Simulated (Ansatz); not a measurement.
The parent structure is PbSe in the rock salt structure (space group Fm-3m, No. 225; a = 6.178 Å).

Now apply this change: every Se is replaced by Te; the structure is relaxed again.

Levels (all Ansatz, a quantum-chemistry and plane-wave program, PAW, earlier PAW set): r2SCAN (500 eV, no spin-orbit coupling); HSE06 (420 eV, scalar-relativistic without spin-orbit coupling); HSE06+SOC (420 eV, noncollinear with spin-orbit coupling).

One geometry, relaxed with r2SCAN, under each level:

```json
[
 {"level": "r2SCAN", "band gap": "1.10 eV", "lowest conduction level above the VBM at special points": "L 1.10 eV; W 1.94 eV; X 3.74 eV; Γ 4.32 eV"},
 {"level": "HSE06", "band gap": "1.20 eV", "lowest conduction level above the VBM at special points": "L 1.20 eV; W 2.16 eV; X 3.86 eV; Γ 4.71 eV"},
 {"level": "HSE06+SOC", "band gap": "[?]", "lowest conduction level above the VBM at special points": "[?]"}
]
```

Task: Give the withheld HSE06+SOC results.

Result: 
- HSE06+SOC, band gap: 0.25 eV
- HSE06+SOC, lowest conduction level above the VBM at special points: L 0.25 eV; W 1.85 eV; X 3.78 eV; Γ 3.02 eV

Single points use the geometry relaxed with r2SCAN. HSE06 gaps are upper bounds (no full band path). Differences between runs with and without spin-orbit coupling are approximate. With Pb and Te present, leaving out spin-orbit coupling can change the band edges. Stability against distortions was not tested.
